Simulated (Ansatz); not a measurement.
Base system: CsSnI3 in the cubic perovskite structure (space group Pm-3m, No. 221; a = 6.1305 Å). Axes: x, y, z lie along the cube axes.

Calculations: DFT with PBEsol, PAW potentials and a 420 eV plane-wave cutoff in Ansatz (a program for electronic structure), spin-orbit coupling left out.

Base values:

```
Item        Result
--------  --------
Pressure  0.00 GPa
Band gap   0.10 eV
```

Modification: tensile biaxial strain of 1.20 % in the plane normal to [001], as in epitaxy on a mismatched substrate; the out-of-plane cell vector and the atoms relax.

Q: Predict the new out-of-plane strain.

A: The out-of-plane strain amounts to -0.25 %.

Q: What happens to the pressure?

A: The pressure (mean of the normal stresses, compression positive) goes from zero to -0.36 GPa.

Q: What does the calculation give for the band gap after the change?

A: The band gap increases by 0.06 eV (0.10 eV → 0.16 eV).

Q: Estimate the effect on the energy relative to the base.

A: The energy grows by 1.9 meV/atom.

With I present, leaving out spin-orbit coupling can change the band edges. Whether these cells are dynamically stable was not tested. Many cubic perovskites are stable only at high temperature; tilts and polar distortions were not tested. The zero or small gap of CsSnI3 can change with the level of theory.
